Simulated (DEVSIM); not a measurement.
Device: illuminated GaAs p-on-n cell, one wavelength, at 350 K.

```csv
layer (left to right),material,thickness (μm),Nd (cm⁻³),Na (cm⁻³),τn (s),τp (s),absorption coefficient (cm⁻¹)
1,GaAs,0.0950,-,6.9e17,3.3e-9,4.6e-9,15000
2,GaAs,1.30,2.6e15,-,7.1e-8,7.1e-8,15000
```

Left contact: ohmic, minority electron recombination velocity 90 cm/s. Right contact: ohmic, minority hole recombination velocity 60000 cm/s. Voltage is applied to the left contact. Recombination: SRH at mid-gap, radiative, Auger. Light enters at the left, 2.6e17 photons cm⁻² s⁻¹, one pass, no reflection. Mobility is constant in doping.

Constants are typed, rounded textbook-type inputs, not results; the design itself was drawn at random and stands for no fabricated device. Values at 300 K; Nc and Nv go as T^1.5, mobilities as T to minus their exponent, the gap by Varshni's rule with the affinity fixed.

| parameter | GaAs |
|---|---|
| gap (eV) | 1.424 |
| affinity (eV) | 4.07 |
| permittivity | 12.9 |
| Nc (cm⁻³) | 4.7e17 |
| Nv (cm⁻³) | 9e18 |
| μn (cm²/Vs) | 8500 |
| μp (cm²/Vs) | 400 |
| T exponent of μn | 2.1 |
| T exponent of μp | 2.2 |
| B (cm³/s) | 2e-10 |
| Cn (cm⁶/s) | 1e-30 |
| Cp (cm⁶/s) | 1e-30 |
| Varshni α (eV/K) | 0.000541 |
| Varshni β (K) | 204 |

Simulated with DEVSIM: 1D drift-diffusion, Boltzmann statistics, complete ionisation; no tunnelling, impact ionisation, image-force lowering or self-heating.

The photon flux was swept, all else fixed.

```
photon flux (cm^-2 s^-1)  open-circuit voltage (V)  fill factor  short-circuit current (mA/cm²)  largest power (mW/cm²)
------------------------  ------------------------  -----------  ------------------------------  ----------------------
7.8e15                                       0.686         0.78                            1.07                   0.571
2.6e16                                       0.725         0.79                            3.57                    2.05
7.8e16                                       0.760         0.80                            10.7                    6.51
2.6e17                                       0.798         0.81                            35.7                    22.9
7.8e17                                       0.832         0.81                             107                    72.0
2.6e18                                       0.869         0.81                             357                     251
7.8e18                                       0.903         0.81                            1070                     785
```

From the first row to the last the open-circuit voltage goes from 0.686 to 0.903. From the first row to the last the fill factor goes from 0.78 to 0.81.
